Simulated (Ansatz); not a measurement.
SrZrO3 (Pnma, No. 62), treated with PBEsol in Ansatz (plane waves, PAW).

Numerical settings: plane-wave cutoff 500 eV, 8×6×8 k mesh (along the axes of the cell as run), gaussian smearing 0.02 eV, scalar-relativistic PAW data made under PBE.

Cell (relaxed at this level):

SrZrO₃ is modelled in the orthorhombic space group Pnma (No. 62), Pearson symbol oP20. Conventional cell: a = 5.815 Å, b = 8.161 Å, c = 5.758 Å, α = β = γ = 90.00°. Sr on 4c is coordinated by 8 O at 2.495–2.893 Å and 4 O at 3.257–3.459 Å. Zr on 4a sees 6 O at 2.092–2.097 Å (octahedral). O1 on 8d sees 2 Zr at 2.093–2.097 Å and 1 Sr at 2.523 Å and 2 Sr at 2.767–2.893 Å and 1 Sr at 3.459 Å. O2 on 4c sees 2 Zr at 2.092 Å and 1 Sr at 2.495 Å and 1 Sr at 2.641 Å and 2 Sr at 3.257–3.297 Å. (Neighbours: up to the widest gap in distance over summed covalent radii, below 1.35, at either atom; cation-cation and far metal-metal contacts left out.)

Task: Predict the band gap.

Result: 
* **band gap**: 3.75 eV (on the SCF k mesh)

Note: the relaxation could not lower the start's symmetry, so the cell can be a saddle point above a distorted one.

Spin–orbit coupling is not included.

Ansatz is a first-principles code.
